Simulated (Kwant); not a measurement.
System: wire with a side stub in a CdTe two-dimensional gas. Effective mass 0.096 mₑ, grid spacing 12 nm, hard walls, nominal width 300 nm (25 grid rows, so walls 312 nm apart), one parabolic valley, scattering region 900 nm long along x; energies count from the band bottom; Fermi energy swept from 3.4818e-05 to 0.00041346 eV. Closed stub on one side, 180 nm wide and 550 nm deep.

Constants are typed, rounded textbook-type inputs, not results; the design itself was drawn at random and stands for no fabricated device.

Kwant, effective-mass tight-binding model on a square grid, one spin, coherent transport at 0 K. Conductance is in e²/h.

Density of the scattering states that come in from the left lead, at energy = 0.00032119 eV, in bins, relative to the largest site value (x marks bins outside the device):

```
|xxxxxxxxxxxxxxxxx  .::::.  xxxxxxxxxxxxxxxxx|
|xxxxxxxxxxxxxxxxx  :=++=:  xxxxxxxxxxxxxxxxx|
|xxxxxxxxxxxxxxxxx   .::.   xxxxxxxxxxxxxxxxx|
|xxxxxxxxxxxxxxxxx          xxxxxxxxxxxxxxxxx|
|xxxxxxxxxxxxxxxxx  .-==-.  xxxxxxxxxxxxxxxxx|
|xxxxxxxxxxxxxxxxx  .-==-.  xxxxxxxxxxxxxxxxx|
|xxxxxxxxxxxxxxxxx          xxxxxxxxxxxxxxxxx|
|xxxxxxxxxxxxxxxxx  .::::.  xxxxxxxxxxxxxxxxx|
|xxxxxxxxxxxxxxxxx  :=++=:  xxxxxxxxxxxxxxxxx|
|xxxxxxxxxxxxxxxxx  .::::.  xxxxxxxxxxxxxxxxx|
|xxxxxxxxxxxxxxxxx          xxxxxxxxxxxxxxxxx|
|xxxxxxxxxxxxxxxxx  :=++=:  xxxxxxxxxxxxxxxxx|
|xxxxxxxxxxxxxxxxx  :-===:. xxxxxxxxxxxxxxxxx|
|xxxxxxxxxxxxxxxxx  ..  ..  xxxxxxxxxxxxxxxxx|
|    ....         .-==::-=-:.                |
|====++++==-====--+%@@%####*==---=====+======|
|####%%%%#**#%@%#**#%%#***###################|
|++++++++++++*##*+====---==++***+++++++++++++|
|==+++=========+++++==+++++++++==============|
|++#%@%***##%##**######*#####################|
|*+#%@%#**#%@@%###***++++**###%%%############|
|..:::::::::---:::::......:::::::::::::::::::|
```
Scale: ten equal steps from 0.001 (start of ' ') to 0.895 (end of '@'), in the order ' .:-=+*#%@'; x runs from -434 to 434, y from -125 (bottom) to 677 (top).

The conductance there is 1.98 e²/h with 2 open channel(s) in the leads.
